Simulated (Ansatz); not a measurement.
# CsCl-type CoGa

All values below come from PBEsol-D3(BJ) (Ansatz, a first-principles code, plane waves, PAW).

Run with plane-wave cutoff 520 eV, 20×20×20 k mesh, Fermi–Dirac smearing 0.05 eV, no spin polarisation, scalar-relativistic PAW data made under PBE.

Cell: relaxed at this level.

```yaml
equilibrium_volume_per_atom: 11.12 Å³/atom
bulk_modulus: 217 GPa
lattice_constant_a: 2.812 Å
band_gap: none
pressure derivative B′ of the bulk modulus: 4.7
```

Measured, for comparison: lattice constant a 2.878 Å (temperature not stated, copied from a table, unchecked, not corrected to a static lattice; as tabulated in Monatshefte fuer Chemie und verwandte Teile anderer Wissenschaften 123, 509 (1992)). Computed (rounded) less measured: lattice constant a not scored (unchecked).

Spin–orbit coupling is not included.

Static lattice: no zero-point or thermal effects.
